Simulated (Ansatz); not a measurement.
System: cubic perovskite CsSrF3. Method: r²SCAN+SOC (Ansatz, a program for electronic structure, plane waves, PAW).

Numerical settings: plane-wave cutoff 560 eV, 8×8×8 k mesh, Fermi–Dirac smearing 0.01 eV, PAW data made under PBE.

Response to compression and expansion:

| V (Å³/atom) | P (GPa) | direct gap at Γ (eV) |
|---|---|---|
| 20.321 | 3.22 | 7.377 |
| 20.753 | 2.02 | 7.298 |
| 21.185 | 0.95 | 7.219 |
| 21.618 | 0.00 | 7.140 |
| 22.050 | -0.85 | 7.060 |
| 22.482 | -1.60 | 6.981 |
| 22.915 | -2.28 | 6.902 |

A straight line through the gaps at Γ against ln V gives a volume deformation potential dE_g(Γ)/d ln V of -4.0 eV: the gap at Γ widens under compression.

Note: the relaxation could not lower the start's symmetry, so the cell can be a saddle point above a distorted one.
